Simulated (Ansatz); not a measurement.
**Response to strain in ZnS**

The parent structure is ZnS in the zinc blende structure (space group F-43m, No. 216; a = 5.357 Å). Axes: x, y, z lie along the cube axes.

Strains are applied to the cell and any free atomic positions relax; under biaxial strain the out-of-plane vector relaxes too.

The values are results of PBEsol, PAW, 420 eV (Ansatz, a first-principles code; without spin-orbit coupling), not measurements.

```tsv
biaxial strain, plane normal [001], relaxed out of plane (%)	out-of-plane strain (%)
-3	3.55
-2.5	2.96
-2	2.38
-1.5	1.78
-1	?
-0.5	0.59
0	0.00
```

Problem. Fit ε⊥ = −νε + γε² (strains in %) to the rows shown and predict the withheld row.

Solution. Least squares on the printed values gives ν = 1.19 (the biaxial Poisson response) and γ = -0.003 (largest residual 0.01 %); this predicts 1.19 %, and the run gives 1.19 %, in agreement.

Stability against distortions was not tested.
